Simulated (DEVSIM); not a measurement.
Device: abrupt Si p-n junction, at 300 K.

Layer 1 from the left is Si, thickness (μm) 2.80, Na (cm⁻³) 7.8e16, τn (s) 3.7e-7, τp (s) 3.7e-7. Layer 2 from the left is Si, thickness (μm) 66.0, Nd (cm⁻³) 8.4e16, τn (s) 3.7e-7, τp (s) 3.7e-7.

Left contact: ohmic. Right contact: ohmic. Voltage is applied to the left contact. Recombination: SRH at mid-gap. Mobility is constant in doping.

This is a model device: material constants are rounded textbook-type values typed into the input, and sizes, dopings and lifetimes were drawn at random. Values at 300 K.

Si: gap (eV) 1.124, affinity (eV) 4.05, permittivity 11.7, Nc (cm⁻³) 2.86e19, Nv (cm⁻³) 3.1e19, μn (cm²/Vs) 1417, μp (cm²/Vs) 470.

Problem. Estimate by hand the built-in potential, the peak field at zero bias, the capacitance at -0.6 V, and compare with a numerical solution.

Solution. 
- Built-in potential: ni = √(Nc Nv) exp(−Eg/2kT) = 1.08e10 cm⁻³ with Eg = 1.124 eV; Vbi = kT/q ln(Na Nd/ni²) = 0.819 V; numerical 0.819 V.
- Peak field at zero bias: depletion approximation: W = √(2εVbi/(qN)) = 0.162 μm with N = 4.04e16 cm⁻³; field = 2Vbi/W = 101000 V/cm; numerical 98000 V/cm (estimate above by 3.3 %).
- Capacitance at -0.6 V: C = √(qεN / 2(Vbi + |V|)) = 48.6 nF/cm²; numerical 49.5 nF/cm² (estimate below by 1.8 %).

Simulated with DEVSIM: 1D drift-diffusion, Boltzmann statistics, complete ionisation; no tunnelling, impact ionisation, image-force lowering or self-heating.
